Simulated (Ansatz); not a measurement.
# SiO$_{2}$ in the rutile structure (space group P4_2/mnm, No. 136)

```xyz
6
Lattice="4.1945 0.0000 0.0000 0.0000 4.1945 0.0000 0.0000 0.0000 2.6785" Properties=species:S:1:pos:R:3 pbc="T T T"
Si     0.0000     0.0000     0.0000
Si     2.0973     2.0973     1.3392
O      1.2838     1.2838     0.0000
O      3.3810     0.8135     1.3392
O      0.8135     3.3810     1.3392
O      2.9107     2.9107     0.0000
```

Level of theory: PBEsol, PAW, 420 eV (Ansatz, a first-principles code; scalar-relativistic without spin-orbit coupling). Γ-centred 8×8×12 mesh, Fermi–Dirac width 0.05 eV.

- Volume per atom = 7.85 Å³
- Density = 4.23 g/cm³
- Band gap = 5.35 eV, direct at Γ
- Electron mass = 0.37 mₑ along c, 0.47 mₑ across
- Hole mass = 1.8 mₑ along c, 1.1 mₑ across
- Lowest conduction-band minima above the VBM = Γ 5.35 eV
- Total energy = -582.137 eV/atom (σ→0; compares only within this code and set-up)

Masses are band curvatures over ±0.01 Å⁻¹ around the edge. Stability against distortions was not tested.
